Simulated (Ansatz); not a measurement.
Ansatz (a quantum-chemistry and plane-wave program) run on LaNiGe₃ (I4mm, 5 atoms in the cell): self-consistent single point.

Level of theory: LDA (PW92), default PAW files made with PBE (plane waves; Ansatz).

The change in words: lattice scaled by 0.98; basis.ecutwfc: 420 eV → 460 eV. Reference geometry:
```
CELL_PARAMETERS angstrom
     -2.19443     2.19443     4.82653
      2.19443    -2.19443     4.82653
      2.19443     2.19443    -4.82653
ATOMIC_POSITIONS crystal
  La 0.57708 0.57708 0.00000
  Ni 0.23409 0.23409 0.00000
  Ge 0.82993 0.32993 0.50000
  Ge 0.32993 0.82993 0.50000
  Ge 0.99096 0.99096 0.00000
```

Reference input (self-consistent single point, DFT, LDA (PW92), plane waves, default PAW files made with PBE): basis.ecutwfc = 420 eV; kpoints.mp_grid.grid = 5 5 5; hamiltonian.xc = lda; hamiltonian.pseudopotentials = {kind: paw} (the program's default PAW files); scf.occupations.method = gaussian; scf.occupations.width = 0.1 eV. This run's input differs from it in these lines:

Ansatz 0.2 input:
```diff
@@ -2,5 +2,5 @@
   lattice:
-    - [-2.19442700, 2.19442700, 4.82652700]
-    - [2.19442700, -2.19442700, 4.82652700]
-    - [2.19442700, 2.19442700, -4.82652700]
+    - [-2.15053800, 2.15053800, 4.72999600]
+    - [2.15053800, -2.15053800, 4.72999600]
+    - [2.15053800, 2.15053800, -4.72999600]
   atoms:
@@ -12,3 +12,3 @@
 basis:
-  ecutwfc: 420.0 eV
+  ecutwfc: 460.0 eV
 kpoints:
```

Output, abridged:

```
SCF iter   1: F=—  HF=-24500.146269 eV  |F-HF|=—  |Δ(HF+E_count)|=         —  Δρ=1.05e-2  dr2=5.46e-2  ethr=1.77e-3  ⟨swp⟩=5.8  Hψ=2606  notcnv=0
all-band conjugate gradients solve this SCF's bands
preconditioner: auto → Kerker (q_TF=auto, 2.635 Å⁻¹)
SCF iter   2: F=—  HF=-24500.133816 eV  |F-HF|=—  |Δ(HF+E_count)|=   1.25e-2  Δρ=4.01e-3  dr2=1.45e-2  ethr=7.69e-5  ⟨swp⟩=2.1  Hψ=1660  notcnv=0  defer=33
   [... lines left out ...]
SCF iter   5: F=—  HF=-24500.128398 eV  |F-HF|=—  |Δ(HF+E_count)|=   5.65e-5  Δρ=2.61e-4  dr2=4.73e-5  ethr=2.02e-7  ⟨swp⟩=2.2  Hψ=1398  notcnv=0  defer=33
SCF iter   6: F=—  HF=-24500.128388 eV  |F-HF|=—  |Δ(HF+E_count)|=   9.61e-6  Δρ=4.87e-5  dr2=2.81e-6  ethr=6.67e-8  ⟨swp⟩=2.0  Hψ=1313  notcnv=0  defer=33
SCF iter   7: F=—  HF=-24500.128388 eV  |F-HF|=—  |Δ(HF+E_count)|=   3.70e-7  Δρ=1.55e-5  dr2=2.89e-7  ethr=3.96e-9  ⟨swp⟩=2.1  Hψ=1300  notcnv=0  defer=33
SCF iter   8: F=-24500.128387 eV  HF=-24500.128387 eV  |F-HF|=9.01e-9  |Δ(HF+E_count)|=   8.93e-8  Δρ=4.26e-6  dr2=1.57e-8  ethr=1.41e-10  ⟨swp⟩=10.1  Hψ=3479  notcnv=0
SCF 1 converged in 8 iterations: F = -24500.128387 eV  dr2 = 1.57e-8
Free energy (F): -24500.128387 eV
Internal energy: -24500.117477 eV  (E = F + TS)
E sigma→0 (E₀):  -24500.122932 eV
Entropy (-TS):   -0.010910 eV (-2.182 meV/atom)
Fermi energy:    14.576169 eV
--- Forces (eV/Å), atoms counted from 1 ---
  atom   1  La     0.00000000     0.00000000    -0.20497787
  atom   2  Ni    -0.00000000     0.00000000    -0.05444295
  atom   3  Ge    -0.00000000    -0.00000000    -0.00053317
  atom   4  Ge     0.00000000     0.00000000    -0.00053317
  atom   5  Ge    -0.00000000     0.00000000     0.26047888
--- Stress (GPa, compression-positive) ---
        2.012890       0.000000       0.000000
        0.000000       2.012890       0.000000
        0.000000       0.000000       1.751754
  P = ⅓ Tr σ = 1.9258 GPa (19.258 kbar)
  The stress holds the Pulay correction. Without it, at fixed plane waves, as pw.x and ABINIT print it: P = 1.8876 GPa
```

The run converged in 8 iterations. Against the reference run the free energy drops by 10.6 meV/atom, the pressure goes from -4.49 to 1.93 GPa and the largest force goes from 0.282 to 0.260 eV/Å.

The starting cell comes from a database of computed structures (which also holds hypothetical and non-ambient phases and stackings), without a prior relaxation at this level. Its lattice was rescaled by up to half a per cent. One atom was moved a little off its site on purpose. For this run, on top of that: lattice scaled by 0.98. Spin polarisation is off. Ansatz's pressure includes its estimate of the finite-basis (Pulay) stress.
